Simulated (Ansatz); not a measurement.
Base system: BAs in the zinc blende structure (space group F-43m, No. 216; a = 4.768 Å).

It is then changed as follows: cell and atoms relaxed at a pressure of 4.5 GPa.

Levels (all Ansatz, a first-principles code, PAW): PBEsol (420 eV, no spin-orbit coupling); r2SCAN (500 eV, spin-orbit coupling left out); HSE06 (420 eV, scalar-relativistic without spin-orbit coupling).

At the geometry relaxed with PBEsol, these levels gave the following band gaps, in shuffled order: (a) 1.79 eV, (b) 1.05 eV, (c) 1.33 eV.

**Question.** Match each gap to its level.

**Answer.** (a) HSE06; (b) PBEsol; (c) r2SCAN.

Single points use the geometry relaxed with PBEsol. HSE06 was sampled on its mesh, a few special points and the semilocal edge points, so its gap is an upper bound. Load acts through the strain it causes; cell and atoms are relaxed under it. Whether these cells are dynamically stable was not tested.
